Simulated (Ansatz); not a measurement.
A periodic model of amorphous Bi₂₀Te₃₀:

```xyz
50
Lattice="11.9754 0.0000 0.0000 0.0000 11.9754 0.0000 0.0000 0.0000 11.9754" Properties=species:S:1:pos:R:3 pbc="T T T"
Bi    10.6504     5.6590     8.5889
Bi     2.6810    11.3272    11.7820
Bi    11.8614     2.3636     9.7726
Bi     4.7792     8.7944     0.4200
Bi     5.9474     9.7806     8.1465
Bi     8.4710     0.9182     8.1271
Bi     1.0448     7.6000     4.4163
Bi     7.4337     9.2003     3.9991
Bi     6.9232     5.9744     9.5812
Bi     4.8409     2.1882     9.2231
Bi     1.2726     1.1871     7.1578
Bi     8.4171     0.9404     0.3261
Bi     0.1183     9.3579     8.9140
Bi     3.3858    10.9332     5.0387
Bi     9.3509     5.0523     4.7214
Bi     3.9156     4.9038     5.6771
Bi     2.3823     4.2006     1.7479
Bi    11.6023     0.3390     3.3548
Bi     6.5939     2.3359     3.7400
Bi     9.9735     5.4128     0.6208
Te     9.5604     7.7152    10.5403
Te     8.7828     3.5555    10.4720
Te     0.6940     5.3908    11.4239
Te     0.8362     1.5945     0.5557
Te     3.5032     6.8879     2.5645
Te     9.6497     2.8200     2.5226
Te     0.8096     4.5893     4.3879
Te     7.4242     7.8992     1.1702
Te     2.5347     3.8180     8.2701
Te    10.4813     2.6226     6.7042
Te     2.6979    10.8969     8.6699
Te     4.2316     7.3600     9.8165
Te     6.2548    11.2994    10.7722
Te     1.7662    10.2758     2.6083
Te     4.9547     4.5793    11.6762
Te     5.5793    11.2464     2.9323
Te    11.8993    10.6304     5.8450
Te    10.3650    11.7710    10.1879
Te     4.7881     8.3246     5.6722
Te     5.5349     2.0958     0.9948
Te     1.0699     8.8463    11.6606
Te     9.5719    10.5951     2.0561
Te    10.2602     7.4712     3.1729
Te     6.3393     3.9356     7.3354
Te     8.4728     6.9055     6.9904
Te     1.1968     6.9261     7.4745
Te     6.5304     5.3209     3.6826
Te     8.7690    10.1610     6.9704
Te     5.5601     0.5094     6.7777
Te     3.5738     2.3264     4.2398
```

Method: PBE-D3(BJ), scalar-relativistic without spin-orbit coupling, PAW (Ansatz default set, large-core Te) (plane waves to 420 eV; Ansatz, a program for electronic structure).

A CHGNet melt-quench gave the starting glass, which DFT then relaxed. The hot cell started wider than the set density and was brought back towards it in steps. It is the lowest in DFT energy of 3 quenches. It is a model cell: composition and starting density were chosen by hand, and all elements were melted together. The geometry includes D3(BJ) dispersion. Its density started from a set value of 7.84 and ended at 7.74 g/cm³. Cooling (nominally 53 K/ps over its main leg) ran many orders faster than in experiment, which tends to leave more defects and strain. One small periodic cell is one sample of the glass; other quenches scatter about these values. The volume was free in the relaxation, at fixed shape. On a 2×2×2 Γ-centred mesh force components of up to 0.17 eV/Å stay, since the relaxation ran on one k-point at (1/4, 1/4, 1/4). Cycles of charging lowered its energy after that relaxation.

Bonds are counted up to Bi-Bi 3.55 Å, Bi-Te 3.54 Å, Te-Te 3.31 Å.

**Question.** Give the coordination numbers, mean bond lengths and angles.

**Answer.** 
Mean coordination of Bi: 5.40 (2 with 4, 8 with 5, 10 with 6)
Mean coordination of Te: 3.60 (2 with 2, 10 with 3, 16 with 4, 2 with 5)
Mean Bi-Te bond: 3.159 Å (spread 0.160 Å, 104 counted)
Mean Bi-Bi bond: 3.265 Å (spread 0.080 Å, 2 counted)
Mean Te-Te bond: 3.064 Å (spread 0.205 Å, 2 counted)
Bond angle at Bi: mean 102.8°, spread 29.7°
Bond angle at Te: mean 104.4°, spread 23.4°

**Question.** List the pairs of like atoms that count as bonded by the rules above.

**Answer.** Bi2-Bi4 (3.35 Å), Bi3-Bi11 (3.18 Å), Te35-Te40 (2.86 Å), Te45-Te48 (3.27 Å).
